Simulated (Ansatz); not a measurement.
# A computed series for BaTiO3: response to strain

The reference is BaTiO3 (space group P4mm, No. 99; a = 3.955 Å, c = 4.044 Å). Axes: x, y, z lie along a, b, c of the conventional cell.

Strains are applied to the cell and any free atomic positions relax.

Levels (all Ansatz, an electronic-structure program, PAW): PBEsol (420 eV, no spin-orbit coupling); r2SCAN (500 eV, scalar-relativistic without spin-orbit coupling); HSE06 (420 eV, scalar-relativistic without spin-orbit coupling).

Band gaps by level, all at the geometries relaxed with PBEsol:

| case | PBEsol | r2SCAN | HSE06 |
|---|---|---|---|
| base | 1.85 eV | 2.26 eV | 3.34 eV |
| isotropic strain −2.34 % | 1.94 eV | 2.37 eV | 3.45 eV |
| uniaxial strain ε_yy = −2.96 % | 1.90 eV | ___ | ___ |
| strain tensor (xx, yy, zz, yz, xz, xy) = (+0.23, −0.63, +1.02, +1.33, +0.32, −1.00) % | 2.01 eV | 2.42 eV | 3.51 eV |

### Question
What belongs in the blanks?

### Answer

- uniaxial strain ε_yy = −2.96 %, r2SCAN: 2.32 eV
- uniaxial strain ε_yy = −2.96 %, HSE06: 3.40 eV

Single points use the geometry relaxed with PBEsol. HSE06 gaps are upper bounds (no full band path). Whether these cells are dynamically stable was not tested. The final runs are not spin-polarised.
